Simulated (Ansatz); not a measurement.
# CaO, pressure series

The reference is CaO in the rock salt structure (space group Fm-3m, No. 225; a = 4.767 Å).

Cell and atoms are relaxed at each pressure.

Calculations: PBEsol/PAW in Ansatz (an electronic-structure program), no spin-orbit coupling.

```json
[
 {"pressure (GPa)": "-2", "volume per atom (Å³/atom)": "13.787"},
 {"pressure (GPa)": "-1", "volume per atom (Å³/atom)": "13.661"},
 {"pressure (GPa)": "0", "volume per atom (Å³/atom)": "13.542"},
 {"pressure (GPa)": "0.3", "volume per atom (Å³/atom)": "13.508"},
 {"pressure (GPa)": "0.7", "volume per atom (Å³/atom)": "?"},
 {"pressure (GPa)": "1.5", "volume per atom (Å³/atom)": "13.372"},
 {"pressure (GPa)": "5", "volume per atom (Å³/atom)": "13.015"},
 {"pressure (GPa)": "7.5", "volume per atom (Å³/atom)": "12.788"},
 {"pressure (GPa)": "10", "volume per atom (Å³/atom)": "12.580"}
]
```

**Question.** Fit the third-order Birch–Murnaghan form P(V) = (3B₀/2)[(V₀/V)^(7/3) − (V₀/V)^(5/3)]·[1 + (3/4)(B₀′ − 4)((V₀/V)^(2/3) − 1)] (squares taken in P) to the rows shown and predict the withheld row.

**Answer.** Least squares on the printed values gives V₀ = 13.542 Å³/atom, B₀ = 116 GPa, B₀′ = 4.3; this predicts 13.461 Å³/atom, and the run gives 13.463 Å³/atom, 0.002 higher.

Measured bulk modulus of CaO: 120 GPa (0 K or low temperature; as listed in Wei Chen et al., Physical Review Materials (2018)); the computed value is 4 % below it.

Load acts through the strain it causes; cell and atoms are relaxed under it. Stability against distortions was not tested. No other phases were tried under pressure.
